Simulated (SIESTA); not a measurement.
Worked example: self-consistent single point of Mo2Rh (Fmm2, 3 atoms in the cell) in SIESTA.

Method: GGA PBEsol, numerical atomic orbitals TZP, PseudoDojo PBEsol standard norm-conserving potentials (rewritten from UPF to PSML) (SIESTA).

```
CELL_PARAMETERS angstrom
      0.00000     1.96783     6.19018
      1.86970     0.00000     6.19018
      1.86970     1.96783     0.00000
ATOMIC_POSITIONS crystal
  Mo 0.34462 0.34462 0.65538
  Mo 0.65942 0.65942 0.34058
  Rh 0.00000 0.00000 0.00000
```

Reference input (self-consistent single point, DFT, GGA PBEsol, numerical atomic orbitals TZP, PseudoDojo PBEsol standard norm-conserving potentials (rewritten from UPF to PSML)): XC.functional = GGA; XC.authors = PBEsol; potentials = PseudoDojo PBEsol standard; PAO.BasisSize = TZP; PAO.EnergyShift = 0.01 Ry; MeshCutoff = 300 Ry; kgrid.MonkhorstPack = 6 6 6; OccupationFunction = MP; OccupationMPOrder = 0; ElectronicTemperature = 0.1 eV; MaxSCFIterations = 150; SCF.Mixer.Method = Pulay. This run's input differs from it in these lines:

```diff
@@ -41,3 +41,6 @@
 SCF.Mixer.History            8
-SCF.DM.Tolerance             1.0E-04
+SCF.DM.Converge              false
+SCF.H.Converge               false
+SCF.FreeE.Converge           true
+SCF.FreeE.Tolerance          1.0E-12 eV
 Diag.ParallelOverK           true
```

Output, abridged:

```
        iscf     Eharris(eV)        E_KS(eV)     FreeEng(eV)     dDmax    Ef(eV) dHmax(eV)
   scf:    1    -6973.300735    -7003.143337    -7003.147696  1.337229 -1.872750 17.167338
   scf:    2    -6998.265716    -7007.023959    -7007.028348  0.444309 -2.650460  8.587304
   scf:    3    -7012.031189    -7010.803546    -7010.806286  0.125331 -2.759318  4.180258
   scf:    4    -7011.891719    -7011.815206    -7011.820438  0.297173 -3.581683  2.622963
   scf:    5    -7012.097044    -7012.055957    -7012.060244  0.042211 -3.601133  0.185375
   [... 141 lines left out ...]
   scf:  147    -7012.060492    -7012.060492    -7012.064892  0.000000 -3.635707  0.000000
   scf:  148    -7012.060492    -7012.060492    -7012.064892  0.000000 -3.635707  0.000000
   scf:  149    -7012.060492    -7012.060492    -7012.064892  0.000000 -3.635707  0.000000
   scf:  150    -7012.060492    -7012.060492    -7012.064892  0.000000 -3.635707  0.000000
SCF_NOT_CONV: SCF did not converge in maximum number of steps (required).
SCF_NOT_CONV: SCF did not converge in maximum number of steps (required).
Geom step, scf iteration, dDmax, dHmax:    0   150      0.000000     0.000000
Geom step, scf iteration, dDmax, dHmax:    0   150      0.000000     0.000000

ABNORMAL_TERMINATION
ABNORMAL_TERMINATION
Stopping Program from Node:    0
Stopping Program from Node:    0
```

The run ended unconverged after 150 iterations. 

The starting cell comes from a database of computed structures (which also holds hypothetical and non-ambient phases and stackings), without a prior relaxation at this level. Its lattice was rescaled by up to half a per cent. One atom was moved a little off its site on purpose. Values carry the incompleteness of an atom-centred basis.

Cost on one core of a shared machine: roughly 30 min.
